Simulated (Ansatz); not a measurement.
Consider TaS2 in the CdI2 type structure (space group P-3m1, No. 164; a = 3.329 Å, c = 5.785 Å; layered, stacked along the Cartesian z axis).

Method: PBE-D3(BJ) (Ansatz, an electronic-structure program, PAW, scalar-relativistic without spin-orbit coupling).

Base values:

The In-plane lattice parameter a is 3.329 Å and the band gap comes out as zero. The shortest interatomic distance is 2.466 Å.

The change: a free-standing slab of 2 layers (6 atoms, 3 a layer) is cut normal to the stacking axis, with 15 Å of vacuum and the in-plane cell relaxed.

Question: Estimate the effect on the excess energy per area of both faces.

Answer: The excess energy per area of both faces (slab less bulk energy over the cell's area: twice a surface energy) amounts to 0.6 J/m² (uncertain by up to 0.10 J/m²).

Question: Estimate the effect on the thickness between the outermost nuclei.

Answer: The thickness between the outermost nuclei amounts to 8.90 Å.

Question: Predict the new in-plane lattice parameter a.

Answer: The in-plane lattice parameter a rises by 0.009 Å to 3.338 Å.

Question: What does the calculation give for the band gap after the change?

Answer: The band gap is still zero.

Question: Predict the new shortest interatomic distance.

Answer: The shortest interatomic distance stays 2.466 Å.

The excess energy carries the mismatch between the slab's and the bulk's meshes. Whether these cells are dynamically stable was not tested. The final runs are not spin-polarised. An odd electron count without spin: TaS2.
